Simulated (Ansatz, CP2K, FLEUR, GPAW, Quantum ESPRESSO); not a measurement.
**Code comparison for LaB6 (Pm-3m, 7 atoms in the cell)**

Self-consistent single point.

```
LaB6
1.0
    4.18625     0.00000     0.00000
    0.00000     4.18625     0.00000
    0.00000     0.00000     4.18625
La B
1 6
Direct
  0.00000   0.00000   0.00000
  0.80012   0.50000   0.50000
  0.19988   0.50000   0.50000
  0.50000   0.80012   0.50000
  0.50000   0.19988   0.50000
  0.50000   0.50000   0.80012
  0.50000   0.50000   0.19988
```

Shared settings, as Ansatz (a quantum-chemistry and plane-wave program) writes them: kpoints.mp_grid.grid = 7 7 7; scf.occupations.method = gaussian; scf.occupations.width = 0.136 eV. Potentials and cutoffs stand in the table.

```json
[
 {"code": "GPAW", "model": "LDA (Perdew-Wang 92), GPAW PAW datasets LDA (gpaw-data 1.0.1)", "pressure (GPa)": "–", "largest force (eV/Å)": "0.228", "cutoff": "950 eV"},
 {"code": "FLEUR", "model": "LDA (Perdew-Zunger), all-electron FLAPW (FLEUR), scalar-relativistic valence", "pressure (GPa)": "–", "largest force (eV/Å)": "0.206", "cutoff": "Kmax 4.1 1/bohr"},
 {"code": "CP2K", "model": "LDA (Pade form), GPW, DZVP-MOLOPT-SR-GTH basis, GTH-PADE potentials (GTH_POTENTIALS)", "pressure (GPa)": "-10.24", "largest force (eV/Å)": "0.313", "cutoff": "grid 500 Ry"},
 {"code": "Quantum ESPRESSO", "model": "LDA (PZ), GBRV 1.5 ultrasoft (LDA) pseudopotentials", "pressure (GPa)": "-10.26", "largest force (eV/Å)": "0.201", "cutoff": "40 Ry"},
 {"code": "Ansatz", "model": "LDA (PW92), PAW files made with PBE", "pressure (GPa)": "-10.97", "largest force (eV/Å)": "0.223", "cutoff": "default"}
]
```

A dash marks a value that a program does not give, or that is left out as unsure.

The spread over the programs that give each value: pressure within 0.73 GPa; largest force within 0.112 eV/Å.

CP2K uses small atom-centred bases, whose incompleteness enters pressures, forces and empty levels differently from a plane-wave cutoff. FLEUR treats all electrons, but the usual bases taken here (sphere radii, linearisation, local orbitals, empty states) were not tested for convergence, so the values are no reference for the others. Ansatz's pressure is given at a fixed set of plane waves, as the other plane-wave codes print theirs; with its correction for the finite basis it is -10.81 GPa. The pressure of GPAW is left out: its cutoff lies under the one at which its stress was checked. The same LDA comes in different parametrisations, which differ slightly. In the force vectors, CP2K (by 0.089) lies more than 0.08 eV/Å from the median of the plane-wave programs.

The starting cell comes from a database of computed structures (which also holds hypothetical and non-ambient phases and stackings), without a prior relaxation at this level. Its lattice was rescaled by a random factor within 2.5 % of one.

Keys are those of Ansatz 0.2.
